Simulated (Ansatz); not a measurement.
NbPd (R-3m, No. 166, 2 atoms in the cell; start mp-1220332)

These are PBEsol in Ansatz (plane waves, PAW) values and carry that method's errors.

Numerical settings: plane-wave cutoff 520 eV, 22×22×22 k mesh, Fermi–Dirac smearing 0.05 eV, no spin polarisation, scalar-relativistic PAW data made under PBE.

Cell (relaxed at this level):

Space group R-3m, hexagonal axes (No. 166); a = 2.8151 Å, b = 2.8151 Å, c = 13.9246 Å, α = 90.00°, β = 90.00°, γ = 120.00°

```json
[
 {"atom": "Nb", "site": "3a", "symmetry": "-3m", "x": "0.0000", "y": "0.0000", "z": "0.0000"},
 {"atom": "Pd", "site": "3b", "symmetry": "-3m", "x": "0.0000", "y": "0.0000", "z": "0.5000"}
]
```
(The calculation used a cell of 2 atoms; values per cell refer to that cell.)

| Property | Value |
|---|---|
| bulk modulus B0 | 199 GPa |

Note: the run has no spin polarisation, so it can have missed a magnetic state; the bulk modulus is −V dP/dV from two relaxed cells at ±2 % in volume; the relaxation could not lower the start's symmetry, so the cell can be a saddle point above a distorted one.

A start named mp-… is a Materials Project structure, which need not be a measured phase.

Ansatz is a first-principles code.
